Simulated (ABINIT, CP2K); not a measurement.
A CP2K input for a self-consistent single point of NaHg3 (Pm-3m, 4 atoms in the cell) (DFT LDA (Pade form), GPW, DZVP-MOLOPT-SR-GTH basis, GTH-PADE potentials (GTH_POTENTIALS)):

```
&GLOBAL
  PROJECT scf
  RUN_TYPE ENERGY_FORCE
  PRINT_LEVEL MEDIUM
&END GLOBAL
&FORCE_EVAL
  METHOD Quickstep
  STRESS_TENSOR ANALYTICAL
  &DFT
    BASIS_SET_FILE_NAME BASIS_MOLOPT
    POTENTIAL_FILE_NAME GTH_POTENTIALS
    &QS
      METHOD GPW
      EPS_DEFAULT 1E-10
    &END QS
    &MGRID
      CUTOFF 950
      REL_CUTOFF 60
      NGRIDS 5
    &END MGRID
    &SCF
      SCF_GUESS ATOMIC
      EPS_SCF 1E-7
      MAX_SCF 100
      ADDED_MOS 8
      &DIAGONALIZATION
        ALGORITHM STANDARD
      &END DIAGONALIZATION
      &MIXING
        METHOD BROYDEN_MIXING
        ALPHA 0.2
        NBUFFER 8
        BETA 1.5
      &END MIXING
      &SMEAR ON
        METHOD GAUSSIAN
        SIGMA [eV] 0.2
      &END SMEAR
    &END SCF
    &KPOINTS
      SCHEME MONKHORST-PACK 10 10 10
      GAMMA_CENTERED T
    &END KPOINTS
    &XC
      &XC_FUNCTIONAL PADE
      &END XC_FUNCTIONAL
    &END XC
    &PRINT
      &MO
        EIGENVALUES T
        OCCUPATION_NUMBERS T
        NDIGITS 8
        FILENAME mo
        &EACH
          QS_SCF 0
        &END EACH
        ADD_LAST NUMERIC
      &END MO
      &MULLIKEN ON
      &END MULLIKEN
    &END PRINT
  &END DFT
  &SUBSYS
    &CELL
      A 4.64063000 0.00000000 0.00000000
      B 0.00000000 4.64063000 0.00000000
      C 0.00000000 0.00000000 4.64063000
      PERIODIC XYZ
    &END CELL
    &COORD
      Na       0.00000000     0.00000000     0.00000000
      Hg       0.00000000     2.32031500     2.32031500
      Hg       2.32031500     0.00000000     2.32031500
      Hg       2.32031500     2.32031500     0.00000000
    &END COORD
    &KIND Na
      BASIS_SET DZVP-MOLOPT-SR-GTH
      POTENTIAL GTH-PADE-q9
    &END KIND
    &KIND Hg
      BASIS_SET DZVP-MOLOPT-SR-GTH
      POTENTIAL GTH-PADE-q12
    &END KIND
  &END SUBSYS
  &PRINT
    &FORCES ON
    &END FORCES
    &STRESS_TENSOR ON
    &END STRESS_TENSOR
  &END PRINT
&END FORCE_EVAL
```

Q: Write the same calculation as an input for ABINIT.

A: One input that does it (others would too):

```
# NaHg3, PseudoDojo nc-sr-04 LDA standard
pp_dirpath "./"
pseudos "Na.upf, Hg.upf"
acell 4.6406300000 4.6406300000 4.6406300000 Angstrom
rprim
         1.0000000000    0.0000000000    0.0000000000
         0.0000000000    1.0000000000    0.0000000000
         0.0000000000    0.0000000000    1.0000000000
natom 4
ntypat 2
znucl 11 80
typat 1 2 2 2
xred
         0.0000000000    0.0000000000    0.0000000000
         0.0000000000    0.5000000000    0.5000000000
         0.5000000000    0.0000000000    0.5000000000
         0.5000000000    0.5000000000    0.0000000000
ecut 88 Ry
occopt 7
tsmear 0.00734986
nband 45
kptopt 1
ngkpt 10 10 10
nshiftk 1
shiftk 0 0 0
nstep 50
tolvrs 1.0e-12
prtwf 0
prtden 0
```

Basis, cutoffs, solver keys and any potentials are the target program's own. This input uses DFT, LDA (PW92), plane waves, norm-conserving pseudopotentials (PseudoDojo nc-sr-04 LDA standard). LDA parametrisations can differ slightly between programs. Both were run: pressure -4.07 GPa in CP2K and -3.80 in ABINIT.

On CP2K: the starting cell comes from a database of computed structures (which also holds hypothetical and non-ambient phases and stackings), without a prior relaxation at this level. Values carry the incompleteness of an atom-centred basis. With a pressure of about -4 GPa the cell is away from its equilibrium volume at this level.

On ABINIT: the starting cell comes from a database of computed structures (which also holds hypothetical and non-ambient phases and stackings), without a prior relaxation at this level. With a pressure of about -4 GPa the cell is away from its equilibrium volume at this level.
